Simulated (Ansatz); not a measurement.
## CsSnI3: energy against volume

CsSnI3 (cubic perovskite, Pm-3m, 49.329 Å³/atom and stress up to 0.11 GPa in the relaxed cell, cube axes along x, y and z) under an equal strain ε along all three axes. PBE in Ansatz, a plane-wave DFT program (PAW, default set), 420 eV, 6×6×6 Γ-centred mesh, Fermi-Dirac smearing 0.05 eV; ions are relaxed, or left where forces stay under 0.02 eV/Å, within the symmetry of each cell.

Here V stands for volume and E for E less E0.

| volume (Å³/atom) | E less E0 (meV/atom) | pressure (GPa) |
|---|---|---|
| 46.7132 | 9.44 | 1.09 |
| 47.5747 | 4.53 | 0.73 |
| 48.4467 | 1.41 | 0.41 |
| 49.3294 | 0.00 | 0.11 |
| 50.2226 | 0.17 | -0.17 |
| 51.1266 | 1.82 | -0.42 |
| 52.0414 | 4.87 | -0.65 |
| 53.9035 | ? | ? |

Taking the third-order Birch-Murnaghan form, a cubic in V^(-2/3) for E over the 7 complete rows: With u = V^(-2/3) - 0.0744, the rows have u = 0.0026975, 0.0017639, 0.0008472, -0.0000531, -0.0009372, -0.0018058, -0.0026590. Least squares gives E = 0.037 + 785.5·u + 989924·u² + 4170353·u³. Residuals (row less fit): -0.001, 0.005, -0.006, 0.002, 0.003, -0.002, 0.001; standard error 0.005 (degrees of freedom: 3). Its minimum lies at u = -0.0003977, so V0 = (0.0740023)^(-3/2) = 49.67. There d²E/du² = 1970000 and d³E/du³ = 2.502e7, so B0 = (4/9) × 49.67^(-7/3) × 1970000 × 0.160218 = 15.5 GPa (the last factor turns the table's units into GPa), and B0' = 4 + (2/3) × 0.0740023 × (2.502e7)/1970000 = 4.6. B0' rests on the cubic coefficient alone and has a standard error of 0.1 from these residuals.

Problem. Predict the withheld E at V = 53.9035 from the fit, and compare with the calculation.

Solution. u = -0.0043209, so E = 0.037 + 785.5 × (-0.0043209) + 989924 × (-0.0043209)² + 4170353 × (-0.0043209)³ = 14.789 meV/atom. The calculation gives 14.77 meV/atom, 0.019 meV/atom below the prediction (0.1 % of the range of E in the table). The row lies outside the fitted rows, so this is an extrapolation. The scatter of the fitted rows lies at the last printed digit.

The primitive cell can neither tilt nor turn polar against its symmetry, as such crystals can under strain. Spin-orbit coupling is left out, which can shift these values for the heavy elements here. Other structures, which can take over under pressure, weren't tried. The same form fitted to the pressure column gives B0' = 4.5; series where the two differ by over 0.4 aren't shown. CsSnI3 is here the ideal cubic form; the compound distorts at low or room temperature. Rows are the converged runs of the series near zero and its far end, less any whose ions stayed unrelaxed beside relaxed ones; series whose fitted rows scatter by over a few per cent of the range, as at a crossing or softening among them, aren't shown in this form.
